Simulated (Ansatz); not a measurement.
## Effect of biaxial strain +0.28 %, plane normal [001], relaxed out of plane on ZrSe2

The reference is ZrSe₂ in the CdI2 type structure (space group P-3m1, No. 164; a = 3.735 Å, c = 6.032 Å; layered, stacked along the Cartesian z axis). Axes: x lies along a and z along c of the hexagonal cell.

It is then changed as follows: tensile biaxial strain of 0.28 % in the plane normal to [001], as in epitaxy on a mismatched substrate; the out-of-plane cell vector and the atoms relax.

Computed with plane-wave PAW DFT at the PBE-D3(BJ) level (Ansatz, a first-principles code, 420 eV), no SOC. k-mesh 14×14×8 (Γ-centred); smearing 0.05 eV (Fermi–Dirac).

The space group remains P-3m1 (No. 164) and the shortest interatomic distance goes up by 0.002 Å (2.684 Å → 2.686 Å). The pressure (mean of the normal stresses, compression positive) goes from zero to -0.2 GPa and the band gap remains zero. The out-of-plane strain comes out as -0.09 % (rough) and the mean in-plane stress (compression positive) comes out as -0.4 GPa (rough).

Without a gap, meshes like the base's 14×14×8 leave anisotropic stresses uncertain by several tenths of a GPa, and small strain energies with them. Whether these cells are dynamically stable was not tested. The final runs are not spin-polarised. Gaps under 0.05 eV, about the width of the smearing, are given as zero. A zero or small gap of ZrSe2 can be the functional's error rather than a property of the material.
